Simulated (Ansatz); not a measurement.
System: interstitial O in bcc Nb (neutral cell). The step: several atoms move together, O the farthest; the atom moves 1.65 Å along (0.00, 0.00, -0.50) of the unit cell; the moving atom starts with neighbours 2 Nb at 2.02, 4 Nb at 2.29 Å and ends with 2 Nb at 2.02, 4 Nb at 2.29 Å. DFT values are from Ansatz (plane-wave PAW, 420 eV unless said) in a cell of 36 host sites, spin-restricted, static, with no finite-size correction. Sites that were not tried may lie lower. For the PBE band: the saddle point's order was not checked, and it lies on a symmetry element of the cell, where a band can be held.

| Level | Forward barrier (eV) | Cost of the band or of the saddle's single point |
|---|---|---|
| CHGNet universal potential (has no charge state), its own band | 0.10 | - |
| PBE, a 2×2×3 k-point mesh shifted by half a step, band relaxed | 0.91 | very roughly 30 core-minutes |
| PBE, a 3×3×4 k-point mesh shifted by half a step, same geometries | 0.88 | around 3 core-minutes (rough) |
| r2SCAN at 500 eV, a 2×2×3 k-point mesh shifted by half a step, same geometries | 1.02 | around 3 core-minutes (rough) |

Ansatz is an electronic-structure program.
